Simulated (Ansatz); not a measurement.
Hypothetical diamond Sb, response to strain

The parent structure is Sb in the diamond structure (space group Fd-3m, No. 227; a = 6.9884 Å; a hypothetical phase, not in the database extracts checked; relaxed with 0.1 eV smearing). Axes: x, y, z lie along the cube axes.

Strains are applied to the cell and any free atomic positions relax.

Levels (all Ansatz, a quantum-chemistry and plane-wave program, PAW): PBE (420 eV, scalar-relativistic without spin-orbit coupling); PBEsol (420 eV, no spin-orbit coupling).

The base cell above is that of PBE; each level relaxes its own structures.

Notes on the quantities. energy relative to the base: free energy F.

```json
[
 {"case": "isotropic strain −3.10 %", "energy relative to the base, PBE": "+39 meV/atom", "energy relative to the base, PBEsol": "…"},
 {"case": "isotropic strain +0.88 %", "energy relative to the base, PBE": "+2.8 meV/atom", "energy relative to the base, PBEsol": "…"},
 {"case": "uniaxial strain ε_xx = +1.45 %", "energy relative to the base, PBE": "+0.8 meV/atom", "energy relative to the base, PBEsol": "+0.7 meV/atom"},
 {"case": "tensor shear ε_yz = −0.18 %", "energy relative to the base, PBE": "0.0 meV/atom", "energy relative to the base, PBEsol": "0.0 meV/atom"}
]
```

**Question.** What belongs in the blanks?

**Answer.** 
- isotropic strain −3.10 %, energy relative to the base, PBEsol: +42 meV/atom
- isotropic strain +0.88 %, energy relative to the base, PBEsol: +3.0 meV/atom

The two levels differ by at most about 2.7 meV/atom. They put the cases in the same order.

Whether these cells are dynamically stable was not tested.
